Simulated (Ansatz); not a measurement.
C (model structure, Ibam, No. 72, 6 atoms in the cell)

Method: HSE06 (Ansatz, a program for electronic structure, plane waves, PAW).

Numerical settings: plane-wave cutoff 460 eV, 10×10×10 k mesh, Fermi–Dirac smearing 0.01 eV, scalar-relativistic PAW data made under PBE.

Cell (relaxed with PBEsol):

```
C
1.0
    3.60769    -1.32281    -0.05624
    3.60769     1.32281    -0.05624
   -2.93444     0.00000     3.60103
C
6
Direct
  0.34719   0.99308   0.67014
  0.65281   0.00692   0.32986
  0.00692   0.65281   0.82986
  0.99308   0.34719   0.17014
  0.00000   0.00000   0.25000
  0.00000   0.00000   0.75000
```

For C (model structure, Ibam, No. 72, 6 atoms in the cell), the band gap comes out as 3.85 eV and the direct gap at Γ is 7.09 eV.

Note: the relaxation could raise the start's symmetry but not lower it, so the cell can be a saddle point; cell and atoms aren't relaxed at this level (largest force component 0.08 eV/Å, pressure -3.8 GPa).

Static lattice: no zero-point or thermal effects.

A model structure was made by putting elements into a prototype or built by hand; it is no filed structure, need not be a known phase, and can be a saddle point held by its symmetry.
